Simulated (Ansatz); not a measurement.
Take TiC in the rock salt structure (space group Fm-3m, No. 225; a = 4.3278 Å; relaxed with 0.1 eV smearing) as the base. Axes: x, y, z lie along the cube axes.

Method: plane-wave PAW DFT at the r2SCAN level (Ansatz, a program for electronic structure, 500 eV), no SOC.

Now apply this change: an isotropic linear strain of +3.00 %; the atoms relax in the strained cell.

Q: Predict the stress tensor and what it implies for the stiffness.

A: Stress of the strained cell less that of the base (GPa, compression positive):
```
  -19.5     0.0     0.0
    0.0   -19.5     0.0
    0.0     0.0   -19.5
```

Then B = −ΔP/(ΔV/V₀) with ΔV/V₀ = 0.0927 gives secant stiffness values (nonlinear terms included at this strain): B ≈ 210 GPa.

As a check, the harmonic strain energy −½ V₀ Δσ:ε is 55 meV/atom; the computed energy rise is 62 meV/atom.

Stability against distortions was not tested. All final runs are without spin polarisation.
